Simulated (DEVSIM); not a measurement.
Structure: Schottky contact on n-type Ge, at 300 K.

```tsv
layer (left to right)	material	thickness (μm)	Nd (cm⁻³)	τn (s)	τp (s)
1	Ge	1.50	4.1e15	1.4e-6	1.4e-6
```

Left contact: Schottky, work function 4.24 eV, emission velocity 1.9e6 cm/s. Right contact: ohmic. Voltage is applied to the left contact. Recombination: SRH at mid-gap, radiative, Auger. Mobility is constant in doping.

The device is made up for the run: typed textbook-type constants, with dimensions and the other settings drawn at random. Values at 300 K; Nc and Nv go as T^1.5, mobilities as T to minus their exponent, the gap by Varshni's rule with the affinity fixed.

```csv
parameter,Ge
gap (eV),0.664
affinity (eV),4
permittivity,16
Nc (cm⁻³),1.04e19
Nv (cm⁻³),6e18
μn (cm²/Vs),3900
μp (cm²/Vs),1900
T exponent of μn,1.66
T exponent of μp,2.33
B (cm³/s),6.4e-14
Cn (cm⁶/s),1e-31
Cp (cm⁶/s),1e-31
Varshni α (eV/K),0.000477
Varshni β (K),235
```

Simulated with DEVSIM: 1D drift-diffusion, Boltzmann statistics, complete ionisation; no tunnelling, impact ionisation, image-force lowering or self-heating. Metal contacts follow the ideal Schottky-Mott rule: no Fermi-level pinning, no interface dipoles.

The temperature was swept, all else fixed.

```
temperature (K)  potential step across the device at zero bias (V)  largest field in the device at zero bias (V/cm)
---------------  -------------------------------------------------  -----------------------------------------------
250                                                          0.077                                                ?
300                                                          0.037                                             4000
350                                                          0.003                                              420
400                                                          0.042                                             6400
450                                                          0.059                                            13000
500                                                          0.058                                            20000
```

### Question
Complete the blanks.

### Answer

- 250, largest field in the device at zero bias (V/cm): 7200
